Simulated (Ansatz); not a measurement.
Al$_{2}$O$_{3}$ (R-3c) under hydrostatic pressure: hole conductivity mass by PBEsol, rigid bands (plane waves, PAW, scalar-relativistic; Ansatz, a first-principles code). The unloaded cell, whose axes the loads refer to:

```xyz
10
Lattice="2.3869 1.3781 4.3383 -2.3869 1.3781 4.3383 0.0000 -2.7562 4.3383" Properties=species:S:1:pos:R:3 pbc="T T T"
Al     0.0000     0.0000     1.9252
Al     0.0000     0.0000    11.0896
Al     0.0000     0.0000     4.5822
Al     0.0000     0.0000     8.4326
O      0.9268     1.3781     7.5920
O     -0.9268    -1.3781     5.4228
O     -1.6569     0.1136     7.5920
O      1.6569    -0.1136     5.4228
O      0.7301    -1.4917     7.5920
O     -0.7301     1.4917     5.4228
```

```
hydrostatic pressure (GPa)  volume per atom (Å³)  hole conductivity mass (mₑ)
--------------------------  --------------------  ---------------------------
-2                                          8.63                            ?
0                                           8.56                         3.54
5                                           8.39                         3.30
15                                          8.10                         2.54
```

Q: Fit a straight line to ln(hole conductivity mass) against the load over the rows given, and predict the row at -2 GPa.

A: The means are x̄ = 6.667 GPa and ȳ = 1.1301; Σ(x − x̄)(y − ȳ) = -2.649 and Σ(x − x̄)² = 116.7, so the slope is -2.27 % per GPa, and the rows given lie within 2.6 % of the line. At -2 GPa the line gives 3.77 mₑ; the calculation gives 3.59 mₑ, 5.0 % from it, so the trend bends or changes character over this range.

Masses are for dilute carriers at 300 K, harmonic means over directions unless an axis is named. Spin-orbit coupling is left out. Stresses and pressures are the targets of the relaxation. The structure type is held at every load. Geometry: cell and atoms relaxed with PBEsol.
